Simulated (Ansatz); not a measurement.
CuI: H interstitial (started 2.57 Å from the nearest host atom), symmetric start

Take a 24-atom supercell of CuI in the zinc blende structure (space group F-43m, No. 216; a = 5.939 Å) at its relaxed geometry as the base.

The change: one H atom is added in an open site, starting 2.57 Å from the nearest host atom, atoms relaxed at fixed cell.

Level of theory: PBEsol/PAW in Ansatz (an electronic-structure program), no spin-orbit coupling. k-mesh 4×3×4 (Γ-centred); smearing 0.01 eV (Fermi–Dirac).

- Pressure = 0.2 GPa (base 0.0 GPa)
- Gap of the supercell = 0.49 eV (base 1.17 eV)
- Total moment of the cell = 1.0 μB
- Largest displacement of a host atom from its site in the perfect cell = 0.05 Å

Cost of the whole job for the changed cell (relaxation, final SCF and bands): about 50 core-minutes (a rough figure).

The magnetic state is the one reached from the starting moments; the real material's order can differ, and small cells can't hold many antiferromagnetic ones. In so small a cell the defect repeats every few ångströms: this is an ordered compound, not a dilute defect. The defect started on the symmetric site and kept its symmetry, so it may sit on a saddle. Spin-orbit coupling, missing from the scalar runs, can matter with I. Spin-polarised in the final run: H interstitial (started 2.57 Å from the nearest host atom); the other runs are not. The defect cell is spin-polarised and ends with 1.0 μB.
